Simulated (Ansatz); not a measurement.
**GaAs, response to strain**

The parent structure is GaAs in the zinc blende structure (space group F-43m, No. 216).

```yaml
crystal:
  lattice:
    - [0.00000, 2.83335, 2.83335]
    - [2.83335, 0.00000, 2.83335]
    - [2.83335, 2.83335, 0.00000]
  atoms:
    - { symbol: As, position: [0.75000, 0.75000, 0.75000] }
    - { symbol: Ga, position: [0.00000, 0.00000, 0.00000] }
```

Cartesian axes are those of the cell as printed.

Strains are applied to the cell and any free atomic positions relax; under biaxial strain the out-of-plane vector relaxes too.

Level of theory: Ansatz (an electronic-structure program) r2SCAN, scalar-relativistic without spin-orbit coupling.

```csv
case,volume per atom,electron mass
base,22.75 Å³,0.051 mₑ (at Γ)
"biaxial strain −2.23 %, plane normal [001], relaxed out of plane",22.15 Å³,"0.064 mₑ out of plane, 0.058 mₑ in plane (at Γ)"
"biaxial strain −0.84 %, plane normal [001], relaxed out of plane",22.52 Å³,–
"biaxial strain +0.99 %, plane normal [001], relaxed out of plane",23.00 Å³,"0.044 mₑ out of plane, 0.048 mₑ in plane (at Γ)"
"biaxial strain +2.50 %, plane normal [001], relaxed out of plane",23.38 Å³,"0.033 mₑ out of plane, 0.043 mₑ in plane (at Γ)"
isotropic strain −0.91 %,22.13 Å³,0.061 mₑ (at Γ)
uniaxial strain ε_xx = −5.52 %,21.49 Å³,"0.87 mₑ along k, 0.21 mₑ across (off the special points)"
uniaxial strain ε_xx = −1.08 %,22.50 Å³,0.055 mₑ (at Γ)
uniaxial strain ε_zz = +2.59 %,23.33 Å³,"0.044 mₑ along z, 0.039 mₑ across (at Γ)"
tensor shear ε_yz = −0.83 %,22.74 Å³,–
```

The levels and masses belong to the bands next to the band gap. Effective masses come from finite differences of ±0.01 Å⁻¹. Along k means along the line from Γ to the band edge. Stability against distortions was not tested. k-point labels follow each cell's own Brillouin zone.
